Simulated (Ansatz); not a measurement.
The parent structure is PbS in the rock salt structure (space group Fm-3m, No. 225).

```
CELL_PARAMETERS angstrom
      0.00000     2.92251     2.92251
      2.92251     0.00000     2.92251
      2.92251     2.92251     0.00000
ATOMIC_POSITIONS crystal
  Pb 0.00000 0.00000 0.00000
  S  0.50000 0.50000 0.50000
```

Cartesian axes are those of the cell as printed.

All numbers come from Ansatz (a quantum-chemistry and plane-wave program), LDA, PAW, cutoff 420 eV, without spin-orbit coupling.

Strains are applied to the cell and any free atomic positions relax.

One change was made to it. Results:

The band gap becomes zero (base: 0.06 eV); the energy increases by 0.4 meV/atom; the pressure (mean of the normal stresses, compression positive) stays 0.0 GPa.

Q: Which change produced these results?
A. tensor shear ε_xy = +0.86 %
B. tensor shear ε_xy = +1.71 %
C. tensor shear ε_xy = +2.00 %

A: A, tensor shear ε_xy = +0.86 %. For comparison, the energy relative to the base in the other runs: tensor shear ε_xy = +2.00 % gives +2.4 meV/atom; tensor shear ε_xy = +1.71 % gives +1.8 meV/atom.

The mesh was chosen for an insulator and is coarse for the gapless case. With Pb present, leaving out spin-orbit coupling can change the band edges. Whether these cells are dynamically stable was not tested. The final runs are not spin-polarised. A zero or small gap of PbS can be the functional's error rather than a property of the material.
